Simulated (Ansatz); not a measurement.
## Nb: pressure series

The reference is Nb in the bcc (W type) structure (space group Im-3m, No. 229; a = 3.3096 Å).

Cell and atoms are relaxed at each pressure.

Computed with Ansatz (a first-principles code) PBE, without spin-orbit coupling.

Notes on the quantities. enthalpy: H = E + PV relative to the base's energy.

| case | lattice parameter a | enthalpy |
|---|---|---|
| base | 331.0 pm | – |
| pressure −2 GPa | 332.3 pm | -0.23 eV/atom |
| pressure −1 GPa | 331.6 pm | -0.11 eV/atom |
| pressure 0.9 GPa | 330.4 pm | +0.10 eV/atom |
| pressure 2.1 GPa | 329.6 pm | +0.24 eV/atom |
| pressure 4.5 GPa | 328.2 pm | +0.50 eV/atom |
| pressure 9 GPa | 325.7 pm | +0.99 eV/atom |
| pressure 15 GPa | 322.6 pm | +1.63 eV/atom |
| pressure 22.5 GPa | 319.3 pm | +2.40 eV/atom |
| pressure 30 GPa | 316.3 pm | +3.15 eV/atom |

Load acts through the strain it causes; cell and atoms are relaxed under it. No phonon test of stability was made. No other phases were tried under pressure. All final runs are without spin polarisation.
